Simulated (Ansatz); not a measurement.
Consider this model of amorphous In24O39La2.

```xyz
65
Lattice="10.0088 0.1854 -0.1663 0.1854 9.6898 0.1062 -0.1663 0.1062 9.9183" Properties=species:S:1:pos:R:3 pbc="T T T"
In     4.3717     6.2988     8.4187
In     8.5860     1.7963     8.8236
In     1.5175     0.6491     3.8044
In     2.6661     1.7768     0.2214
In     1.4719     1.4812     7.0647
In     3.8024     5.1228     1.9944
In     9.0686     7.5923     8.9485
In     0.7783     6.7933     2.7880
In     8.5212     2.2801     4.9323
In     2.4250     8.1095     0.2107
In     7.7875     5.3583     3.8660
In     1.3410     4.2361     4.6139
In     6.2529     3.0244     0.8183
In     6.8051     6.4290     1.2321
In     1.2923     4.5477     9.1434
In     4.7937     6.5491     4.7759
In     9.4929     3.3928     1.6007
In     6.0738     9.2082     9.2735
In     7.7588     8.5862     5.9048
In     4.9122     9.7586     2.5191
In     1.5738     7.4382     6.5386
In     4.9125     2.9897     4.4644
In     4.7461     2.8905     7.8570
In     4.3672     9.3810     6.1934
O      6.9766     6.9696     9.0959
O      6.3892     8.7395     1.4929
O      1.7595     0.3309     8.9027
O      3.8482     7.2683     6.4964
O      6.9456     6.6410     5.5009
O      9.2603     4.3797     5.1699
O      8.0152     1.8698     0.9607
O      2.1979     9.4479     6.0172
O      6.2016     9.2432     7.1722
O      7.6503     4.4373     1.8398
O      9.5149     7.9672     6.9040
O      8.4624     7.0098     2.6631
O      4.7334     8.6930     4.2642
O      0.5231     8.7091     3.6126
O      2.7001     3.7954     0.8233
O      6.8233     3.6182     4.9886
O      4.2633     8.1109     9.4270
O      2.7010     0.4869     1.9654
O      0.4077     7.8132     0.8345
O      0.2669     2.6623     9.8920
O      4.4943     1.7877     6.1060
O      2.7974     6.9319     1.9612
O      3.6110     4.6101     4.1291
O      7.6442     0.4004     4.4057
O      8.1879     9.5301     9.3193
O      9.3770     1.8814     6.8523
O      9.7107     1.9516     3.1595
O      1.9021     2.3053     5.0723
O      2.1175     6.4779     8.5230
O      1.3999     6.2779     4.8684
O      5.2303     2.1392     2.5771
O      4.7237     1.6333     9.6181
O      0.6966     4.6653     2.6489
O      6.8976     3.1092     8.4917
O      5.2462     4.9884     0.3604
O      5.1365     4.8353     7.1741
O      9.3963     5.4654     8.6658
O      5.6677     5.9131     2.9957
O      2.5084     3.0696     8.0557
La     8.6488     9.5115     2.2440
La     7.6218     4.9611     7.1977
```

Computed with PBE, scalar-relativistic without spin-orbit coupling (plane waves to 420 eV, PAW; Ansatz, a program for electronic structure).

A CHGNet melt-quench gave the starting glass, which DFT then relaxed. O atoms were pushed apart under 1.9 Å during the dynamics, to hinder bonds among them. The hot cell started wider than the set density and was brought back towards it in steps. It is the lowest in DFT energy of 2 quenches. It is a model cell: composition and starting density were chosen by hand, and all elements were melted together. No dispersion term was used. Its density started from a set value of 6.51 and ended at 6.32 g/cm³. The simulated quench (nominally 280 K/ps over its main leg) is rapid and tends to freeze in more defects than a deposited or slowly cooled glass has. A cell of this size samples the disorder only roughly. Volume and shape were free in the relaxation.

Cut-offs for bonds: In-In 3.12 Å, In-O 2.58 Å, In-La 3.54 Å, O-O 1.58 Å, O-La 3.00 Å, La-La 3.96 Å. Two cations that share two anions don't count as bonded, nor two that share one unless they lie closer than In-In 3.04 Å, In-La 3.45 Å, La-La 3.85 Å.

Give the coordination numbers, mean bond lengths and angles.


```yaml
Mean coordination of In by anions: 5.12 (3 with 4, 15 with 5, 6 with 6)
Mean coordination of O: 3.54 (18 with 3, 21 with 4)
Mean coordination of La by anions: 7.50 (1 with 7, 1 with 8)
Mean In-O bond: 2.180 Å (spread 0.092 Å, 123 counted)
Mean O-La bond: 2.567 Å (spread 0.174 Å, 15 counted)
Bond angle at In: mean 105.9°, spread 27.5°
Bond angle at O: mean 111.4°, spread 15.7°
Bond angle at La: mean 100.1°, spread 30.4°
```

List the pairs of like atoms that count as bonded by the rules above.

There are none by these rules.
